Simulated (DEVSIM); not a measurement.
System: abrupt GaAs p-n junction, at 250 K.

| layer (left to right) | material | thickness (μm) | Nd (cm⁻³) | Na (cm⁻³) | τn (s) | τp (s) |
|---|---|---|---|---|---|---|
| 1 | GaAs | 0.610 | - | 1.1e17 | 4.2e-9 | 4.2e-9 |
| 2 | GaAs | 20.0 | 1.2e16 | - | 4.2e-9 | 4.2e-9 |

Left contact: ohmic. Right contact: ohmic. Voltage is applied to the left contact. Recombination: SRH at mid-gap, radiative, Auger. Mobility is μmin + (μ − μmin)/(1 + (N/Nref)^α).

The device is made up for the run: typed textbook-type constants, with dimensions and the other settings drawn at random. Values at 300 K; Nc and Nv go as T^1.5, mobilities as T to minus their exponent, the gap by Varshni's rule with the affinity fixed.

```tsv
parameter	GaAs
gap (eV)	1.424
affinity (eV)	4.07
permittivity	12.9
Nc (cm⁻³)	4.7e17
Nv (cm⁻³)	9e18
μn (cm²/Vs)	8500
μp (cm²/Vs)	400
μn,min	500
μp,min	20
Nref,n	6e16
Nref,p	1.5e17
αn	0.39
αp	0.38
T exponent of μn	2.1
T exponent of μp	2.2
B (cm³/s)	2e-10
Cn (cm⁶/s)	1e-30
Cp (cm⁶/s)	1e-30
Varshni α (eV/K)	0.000541
Varshni β (K)	204
```

Model (solved in DEVSIM): 1D drift-diffusion, Boltzmann statistics, complete ionisation; no tunnelling, impact ionisation, image-force lowering or self-heating.

**Question.** Give the dark reverse current.

**Answer.** 
```json
[
 {"V (V)": "-0.04", "J (A/cm²)": "-1.1e-13"},
 {"V (V)": "-0.10", "J (A/cm²)": "-2.2e-13"},
 {"V (V)": "-0.20", "J (A/cm²)": "-3.8e-13"},
 {"V (V)": "-0.30", "J (A/cm²)": "-5.2e-13"},
 {"V (V)": "-0.40", "J (A/cm²)": "-6.6e-13"},
 {"V (V)": "-0.60", "J (A/cm²)": "-9.2e-13"},
 {"V (V)": "-0.80", "J (A/cm²)": "-1.2e-12"},
 {"V (V)": "-1.00", "J (A/cm²)": "-1.4e-12"},
 {"V (V)": "-1.30", "J (A/cm²)": "-1.7e-12"},
 {"V (V)": "-1.60", "J (A/cm²)": "-2.0e-12"},
 {"V (V)": "-2.00", "J (A/cm²)": "-2.3e-12"}
]
```
